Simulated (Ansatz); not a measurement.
Subject: the formation energy of Si_Ru in Ru (hcp, P6₃/mmc). Reaction: Si (diamond) + 63 Ru (hcp) → cell A.

Cell A: a supercell of 64 sites of Ru (hcp, P6₃/mmc) with Si on a Ru site (12 Ru at 2.66–2.73 Å); spin state with PBE: run without spin, k-point mesh 4×4×4.
```
CELL_PARAMETERS angstrom
     10.88774     0.00000     0.00000
     -5.44387     9.42906     0.00000
      0.00000     0.00000     8.58784
ATOMIC_POSITIONS crystal
  Ru 0.99995 0.00005 0.00000
  Ru 0.08324 0.16644 0.25014
  Ru 0.99991 0.00009 0.50000
  Ru 0.08324 0.16644 0.74986
  Ru 0.00010 0.25005 0.00000
  Ru 0.08324 0.41680 0.25014
  Ru 0.00034 0.25017 0.50000
  Ru 0.08324 0.41680 0.74986
  Ru 0.99995 0.49990 0.00000
  Ru 0.08329 0.66657 0.24979
  Ru 0.99991 0.49982 0.50000
  Ru 0.08329 0.66657 0.75021
  Ru 0.99978 0.74989 0.00000
  Ru 0.08329 0.91671 0.24979
  Ru 0.99964 0.74982 0.50000
  Ru 0.08329 0.91671 0.75021
  Ru 0.25011 0.00022 0.00000
  Ru 0.33330 0.16659 0.24916
  Ru 0.25018 0.00036 0.50000
  Ru 0.33330 0.16659 0.75084
  Ru 0.24974 0.24972 0.00000
  Ru 0.33435 0.41717 0.24912
  Ru 0.24997 0.24863 0.50000
  Ru 0.33435 0.41717 0.75088
  Ru 0.24974 0.50002 0.00000
  Ru 0.33330 0.66670 0.24916
  Ru 0.24997 0.50133 0.50000
  Ru 0.33330 0.66670 0.75084
  Ru 0.25011 0.74989 0.00000
  Ru 0.33343 0.91671 0.24979
  Ru 0.25018 0.74982 0.50000
  Ru 0.33343 0.91671 0.75021
  Ru 0.50010 0.00005 0.00000
  Ru 0.58320 0.16644 0.25014
  Ru 0.50018 0.00009 0.50000
  Ru 0.58320 0.16644 0.74986
  Ru 0.49998 0.24972 0.00000
  Ru 0.58283 0.41717 0.24912
  Ru 0.49867 0.24863 0.50000
  Ru 0.58283 0.41717 0.75088
  Ru 0.50000 0.50000 0.00000
  Ru 0.58283 0.66565 0.24912
  Si 0.50000 0.50000 0.50000
  Ru 0.58283 0.66565 0.75088
  Ru 0.49998 0.75026 0.00000
  Ru 0.58320 0.91676 0.25014
  Ru 0.49867 0.75003 0.50000
  Ru 0.58320 0.91676 0.74986
  Ru 0.74995 0.99990 0.00000
  Ru 0.83333 0.16667 0.25025
  Ru 0.74983 0.99966 0.50000
  Ru 0.83333 0.16667 0.74975
  Ru 0.74995 0.25005 0.00000
  Ru 0.83356 0.41680 0.25014
  Ru 0.74983 0.25017 0.50000
  Ru 0.83356 0.41680 0.74986
  Ru 0.75028 0.50002 0.00000
  Ru 0.83341 0.66670 0.24916
  Ru 0.75137 0.50133 0.50000
  Ru 0.83341 0.66670 0.75084
  Ru 0.75028 0.75026 0.00000
  Ru 0.83356 0.91676 0.25014
  Ru 0.75137 0.75003 0.50000
  Ru 0.83356 0.91676 0.74986
```

Reference: Si (diamond, Fd-3m), 2 atoms in the cell, k-point mesh 10×10×10 on the run's own vectors. Conventional cell: a = 5.470 Å, b = 5.470 Å, c = 5.470 Å, α = 90.00°, β = 90.00°, γ = 90.00°.

Reference: Ru (hcp, P6₃/mmc), 64 atoms in the cell, the relaxed perfect crystal repeated, atoms not moved again; spin state with PBE: run without spin, k-point mesh 4×4×4 on the run's own vectors.

Computed with Ansatz (plane waves, PAW), its default PAW set, cutoff 420 eV, 500 eV for r2SCAN. The structures are at rest with PBE, within the held lattices; other levels are single points on them. Neutral cells; Fermi-Dirac smearing of at most 0.10 eV in the solids, energies taken to zero width. The lattices are those relaxed with PBE, so at other levels the solids can be strained, which adds to the spread. Larger cells are relaxed from a start prepared with the learned potential CHGNet, on a coarser mesh till forces fall under 0.03 eV/Å, which some starts already meet. A dispersion term (D3(BJ), or D4 for r2SCAN) was computed beside these levels and is taken off wherever the name lacks it. The PAW files were made for PBE and serve at the other functionals too. Space groups of crystals are read within 0.01 Å. Nuclei at rest; no vibrational terms. Cells are local rest points, mostly with their start's symmetry. No correction for cell size. Mesh and cell size may move defect energies by 0.1 eV or more. Cell A has symmetry P-6m2 within 0.02 Å and got no random move, so less symmetric positions, which may lie lower, weren't tried.

Q: Give the value at the level PBE.

A: -0.37 eV, for Si (diamond) + 63 Ru (hcp) → cell A.

Q: What do the other levels give, and how wide is the spread?

A: 
```json
[
 {"Method": "r2SCAN", "value (eV)": "-0.34", "less PBE": "0.03"}
]
```

The levels shown span only 0.03 eV, too little to tell them apart.

Ansatz is a program for electronic structure.
